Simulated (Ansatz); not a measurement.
We consider antifluorite Be2C, described by PBEsol (PAW; Ansatz, a quantum-chemistry and plane-wave program).

Settings: plane-wave cutoff 500 eV, 16×16×16 k mesh, Fermi–Dirac smearing 0.05 eV, scalar-relativistic PAW data made under PBE.

Cell (relaxed at this level):

```
CELL_PARAMETERS angstrom
      0.00000     2.15527     2.15527
      2.15527     0.00000     2.15527
      2.15527     2.15527     0.00000
ATOMIC_POSITIONS crystal
  Be 0.75000 0.75000 0.75000
  Be 0.25000 0.25000 0.25000
  C  0.00000 0.00000 0.00000
```

### Question
What does this level give for the band gap?

### Answer

- band gap = 1.08 eV (on the SCF k mesh)

Static lattice: no zero-point or thermal effects.

It cost roughly 13 core-seconds of CPU time.
